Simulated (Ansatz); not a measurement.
A periodic model of amorphous Zr$_{20}$O$_{37}$N$_{2}$:

```xyz
59
Lattice="8.9665 0.0000 0.0000 0.0000 8.9665 0.0000 0.0000 0.0000 8.9665" Properties=species:S:1:pos:R:3 pbc="T T T"
Zr     0.9011     4.7632     2.1577
Zr     7.0949     2.7373     1.4698
Zr     3.6328     0.4316     8.4592
Zr     4.0633     3.3483     0.8660
Zr     3.8240     7.1101     2.4880
Zr     2.3705     5.8181     8.1227
Zr     8.6625     2.5558     4.5090
Zr     5.9057     6.3334     8.7584
Zr     5.1217     7.5447     5.7764
Zr     1.0224     2.5946     7.9433
Zr     8.6906     5.4374     5.9561
Zr     6.5542     5.3488     3.1558
Zr     7.3075     8.5923     3.5278
Zr     3.9404     1.5250     4.3662
Zr     1.5371     0.8372     2.4437
Zr     0.4028     8.0097     0.0509
Zr     1.5832     8.6550     5.6686
Zr     7.0372     0.6956     7.5178
Zr     2.8667     5.0215     5.0613
Zr     5.6337     4.0199     6.4589
O      1.5047     0.9399     0.3540
O      7.4000     7.9501     8.7017
O      7.8108     6.6647     4.1540
O      3.1784     2.3422     7.9904
O      1.7590     4.3428     6.7723
O      2.2379     7.9069     7.7710
O      6.8892     8.5888     5.7582
O      5.6946     4.2124     8.5451
O      4.1954     3.4425     5.0390
O      0.2507     6.2080     7.7651
O      8.0763     2.0994     8.7936
O      2.5213     8.4508     3.6765
O      2.7195     5.4086     3.0174
O      3.4475     8.6402     1.2992
O      1.9518     1.7981     4.8402
O      4.7480     6.1535     4.2466
O      7.0457     1.7614     3.3047
O      5.8533     2.0227     6.5932
O      0.0347     0.4482     4.3753
O      1.3569     6.5469     1.1059
O      8.7446     8.6754     1.9577
O      0.7169     4.3943     4.2862
O      1.4102     6.6668     5.4129
O      3.9803     5.8596     0.6084
O      8.5937     3.2156     6.4886
O      3.2730     2.1252     2.4710
O      0.2359     0.5508     7.0863
O      5.3526     1.7215     0.5019
O      6.6978     5.9150     6.7763
O      5.4022     3.8241     2.2830
O      5.1839     8.1619     7.8430
O      1.8867     3.9653     0.4792
O      0.4018     2.6004     2.4604
O      3.6320     0.1333     6.0018
O      5.9212     6.9522     1.9284
O      5.1584     8.7395     3.8474
O      7.0445     4.1431     4.8287
N      4.0229     5.7922     6.7266
N      7.8389     4.7074     1.6978
```

Calculation: PBE, scalar-relativistic without spin-orbit coupling (plane waves to 420 eV, PAW; Ansatz, an electronic-structure program).

It comes from a melt-quench run on a machine-learned potential (CHGNet), relaxed afterwards by DFT. O and N atoms were pushed apart under 1.9 Å during the dynamics, to hinder bonds among them. The hot cell started wider than the set density and was brought back towards it in steps. It is the lowest in DFT energy of 2 quenches. It is a model cell: composition and starting density were chosen by hand, and all elements were melted together. No dispersion term was used. Its density started from a set value of 5.37 and ended at 5.63 g/cm³. The simulated quench (nominally 450 K/ps over its main leg) is rapid and tends to freeze in more defects than a deposited or slowly cooled glass has. One small periodic cell is one sample of the glass; other quenches scatter about these values. The volume was free in the relaxation, at fixed shape. Stress components on the final sampling reach 2.4 GPa. On a 2×2×2 Γ-centred mesh force components of up to 0.13 eV/Å stay, since the relaxation ran on the zone centre alone. Cycles of charging lowered its energy after that relaxation.

Bonds are counted up to Zr-Zr 3.41 Å, Zr-O 2.80 Å, Zr-N 2.71 Å, O-O 1.58 Å, O-N 1.64 Å, N-N 1.70 Å. Two cations that share two anions don't count as bonded, nor two that share one unless they lie closer than Zr-Zr 3.32 Å.

Question: Give the coordination numbers, mean bond lengths and angles.

Answer: 
```
Item                                                              Result
---------------------------------  -------------------------------------
Mean coordination of Zr by anions   6.85 (5 with 6, 13 with 7, 2 with 8)
Mean coordination of O             3.51 (1 with 2, 16 with 3, 20 with 4)
Mean coordination of N                         3.50 (1 with 3, 1 with 4)
Mean Zr-O bond                     2.207 Å (spread 0.156 Å, 130 counted)
Mean Zr-N bond                       2.181 Å (spread 0.116 Å, 7 counted)
Bond angle at Zr                               mean 101.3°, spread 29.8°
Bond angle at O                                mean 110.7°, spread 17.1°
Bond angle at N                                mean 108.1°, spread 12.9°
```

Question: List the pairs of like atoms that count as bonded by the rules above.

Answer: There are none by these rules.

Question: What Bader charges do the atoms carry, from a run on the zone centre alone?

Answer: Means (range): Zr +2.54 e (+2.47 to +2.61), O -1.29 e (-1.34 to -1.24), N -1.63 e (-1.65 to -1.61).
| atom | charge (e) |
|---|---|
| Zr1 | +2.54 |
| Zr2 | +2.48 |
| Zr3 | +2.56 |
| Zr4 | +2.54 |
| Zr5 | +2.59 |
| Zr6 | +2.49 |
| Zr7 | +2.55 |
| Zr8 | +2.57 |
| Zr9 | +2.51 |
| Zr10 | +2.61 |
| Zr11 | +2.57 |
| Zr12 | +2.47 |
| Zr13 | +2.58 |
| Zr14 | +2.57 |
| Zr15 | +2.54 |
| Zr16 | +2.54 |
| Zr17 | +2.57 |
| Zr18 | +2.55 |
| Zr19 | +2.52 |
| Zr20 | +2.52 |
| O21 | -1.30 |
| O22 | -1.25 |
| O23 | -1.29 |
| O24 | -1.27 |
| O25 | -1.27 |
| O26 | -1.31 |
| O27 | -1.25 |
| O28 | -1.29 |
| O29 | -1.27 |
| O30 | -1.26 |
| O31 | -1.28 |
| O32 | -1.30 |
| O33 | -1.28 |
| O34 | -1.24 |
| O35 | -1.28 |
| O36 | -1.34 |
| O37 | -1.29 |
| O38 | -1.25 |
| O39 | -1.27 |
| O40 | -1.28 |
| O41 | -1.28 |
| O42 | -1.30 |
| O43 | -1.28 |
| O44 | -1.31 |
| O45 | -1.27 |
| O46 | -1.28 |
| O47 | -1.32 |
| O48 | -1.28 |
| O49 | -1.30 |
| O50 | -1.26 |
| O51 | -1.30 |
| O52 | -1.32 |
| O53 | -1.31 |
| O54 | -1.29 |
| O55 | -1.31 |
| O56 | -1.30 |
| O57 | -1.31 |
| N58 | -1.65 |
| N59 | -1.61 |
